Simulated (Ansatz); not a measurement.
## A computed series for LaB6: response to strain

The parent structure is LaB₆ (space group Pm-3m, No. 221; a = 4.130 Å). Axes: x, y, z lie along the cube axes.

Strains are applied to the cell and any free atomic positions relax; under biaxial strain the out-of-plane vector relaxes too; under stress the whole cell relaxes.

The values are results of PBEsol in Ansatz (plane waves to 420 eV, PAW, no SOC), not measurements.

Notes on the quantities. pressure: mean of the normal stresses, compression positive; energy relative to the base: free energy F.

```csv
case,pressure,space group,energy relative to the base,shortest interatomic distance
base,0.0 GPa,Pm-3m (No. 221),0 meV/atom,1.649 Å
"biaxial strain −0.96 %, plane normal [001], relaxed out of plane",3.4 GPa,P4/mmm (No. 123),+3.0 meV/atom,1.631 Å
"biaxial strain +2.81 %, plane normal [001], relaxed out of plane",-8.5 GPa,P4/mmm (No. 123),+24 meV/atom,1.648 Å
"biaxial strain −1.86 %, plane normal [111], relaxed out of plane",4.2 GPa,R-3m (No. 166),+7.3 meV/atom,1.636 Å
isotropic strain −2.57 %,16.2 GPa,Pm-3m (No. 221),+36 meV/atom,1.599 Å
uniaxial strain ε_yy = −5.23 %,11.1 GPa,P4/mmm (No. 123),+46 meV/atom,1.562 Å
tensor shear ε_xy = −0.95 %,0.0 GPa,Cmmm (No. 65),…,1.649 Å
"uniaxial stress, 8 GPa tension along z",–,P4/mmm (No. 123),+4.3 meV/atom,1.649 Å
"uniaxial stress, 3 GPa compression along x",–,P4/mmm (No. 123),+0.6 meV/atom,1.638 Å
```

Q: Some entries are withheld; estimate them.

A: 
- tensor shear ε_xy = −0.95 %, energy relative to the base: +1.1 meV/atom

Without a gap, meshes like the base's 11×11×11 leave anisotropic stresses uncertain by several tenths of a GPa, and small strain energies with them. Beyond what the load breaks, stability against distortions was not tested. The final runs are not spin-polarised. An odd electron count without spin: LaB6.

Ansatz is an electronic-structure program.
